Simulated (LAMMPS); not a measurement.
LAMMPS 22 Jul 2025, classical MD, Stillinger-Weber (GaN.sw): GaN, 110592 atoms.

```text
units metal
atom_style atomic
read_data unit.data
replicate 24 24 24
pair_style sw
pair_coeff * * GaN.sw Ga N
velocity all create 1600 4928 dist gaussian loop geom
fix 1 all nve
fix 2 all langevin 800 800 0.04 9876 zero yes
timestep 0.001
thermo 100
run 300
reset_timestep 0
write_restart start.rst
```

```text
read_restart start.rst
pair_style sw
pair_coeff * * GaN.sw Ga N
neighbor 2.0 bin
neigh_modify every 1 delay 0 check no
fix 1 all nve
timestep 0.001
thermo_style custom step temp pe etotal press
thermo_modify format float %.10g
thermo 100
group probe id 1:48
dump probe probe custom 1000000 forces.txt id fx fy fz
dump_modify probe sort id format float %.8g
run 600
```

```bash
# ahead of the timed run: OMP_NUM_THREADS=1 mpirun -np 48 lmp -in in.warm -log none -nocite
OMP_NUM_THREADS=1 mpirun -np 32 lmp -in in.lmp -log log.lammps -nocite
```

Machine: one whole node, Arm Neoverse V2, 96 cores on 1 socket, no SMT, 1 L3 cache group.

On 32 ranks this takes 9.2 s. Each time is the median wall time of two to five repeats, run one at a time on the otherwise empty machine; start-up is included. Processes are pinned to neighbouring cores unless said otherwise. The build: PyPI wheel: MPICH, OPENMP and OPT packages; another build can shift the numbers. Scratch files lie in a memory file system. A preparatory run goes ahead and isn't timed.

### Question
Make this run faster without changing its result beyond 1.0 meV/atom in energy, 10 meV/Å in forces on 48 atoms, 0.20 meV an atom in drift of the total energy. Keep to 32 cores.

### Answer
One answer among several that fit: going from neigh_modify = every 1 delay 0 check no to neigh_modify = every 1 delay 0 check yes, one of the fastest of the measured ones that keep the result.

```diff
-neigh_modify every 1 delay 0 check no
+neigh_modify every 1 delay 0 check yes
```

Time: 9.2 s to 5.7 s (1.6× as fast). List entries an atom go from 50 to 50, Neigh from 2.9 to 0 s and Pair from 5.4 to 5.3 s. Neighbour list builds go from 600 to 0. These two results differ by: energy equal as printed, forces on 48 atoms equal as printed, drift of the total energy equal as printed. Others tried: neigh_modify = every 10 delay 0 check yes (5.7 s); neigh_modify = every 1 delay 10 check yes (6.0 s). Repeats scatter by up to 10 %.
